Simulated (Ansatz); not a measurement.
The starting structures come from a database of crystals and need not be the phases stable at ambient conditions.

 Where the default PAW files enter, the runs use the earlier of Ansatz's two default sets.

Tunnelling through a barrier is set by its complex band structure: the current falls as exp(−2κd) with the smallest κ.

Data:

```yaml
crystal:
  lattice:
    - [5.41616, 0.00000, 0.00000]
    - [-0.14321, 5.41426, 0.00000]
    - [1.73380, -1.68855, 3.59497]
  atoms:
    - { symbol: Cs, position: [0.74644, 0.74644, 0.00000] }
    - { symbol: Cs, position: [0.25356, 0.25356, 0.00000] }
    - { symbol: O, position: [0.38280, 0.61720, 0.61720] }
    - { symbol: O, position: [0.61720, 0.38280, 0.38280] }
```

Space group of this cell: Immm. The cell is taken as given.

Transport runs along the normal of the first two printed cell vectors.

No gap correction and no spin-orbit coupling; mid-gap values are interpolated between computed energies.

**Question.** State the band gap and the smallest decay constant κ at mid-gap according to r2SCAN (Ansatz, a quantum-chemistry and plane-wave program).

**Answer.** Gap 2.15 eV on a 8×8×8 mesh; κ = 0.408 1/Å, at (0.167, 0.000) of the in-plane reciprocal vectors. At the zone centre, at the nearest computed energy, the slowest state has κ = 0.42 1/Å.
